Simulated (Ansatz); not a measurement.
The reference is TlBr in the CsCl type structure (space group Pm-3m, No. 221; a = 3.915 Å). Axes: x, y, z lie along the cube axes.

The values are results of PBEsol in Ansatz (plane waves to 420 eV, PAW, no SOC), earlier PAW set, not measurements.

Base values:

| Item | Value |
|---|---|
| Smallest direct gap | 1.59 eV |

Modification: a free-standing slab of 7 layers (14 atoms, 2 a layer) is cut normal to [110], with 15 Å of vacuum and the in-plane cell held at bulk.

Q: How does this affect the gap character, excess energy per area of both faces and smallest direct gap?

A: The gap character is indirect, Y → X; the excess energy per area of both faces (slab less bulk energy over the cell's area: twice a surface energy) is 0.32 J/m²; the smallest direct gap increases by 0.14 eV, from 1.59 eV to 1.73 eV.

Slab and bulk use different k-meshes, which limits the precision of the excess energy. Spin-orbit coupling, missing from the scalar runs, can matter with Tl. Stability against distortions was not tested. k-point labels follow each cell's own Brillouin zone.

Ansatz is an electronic-structure program.
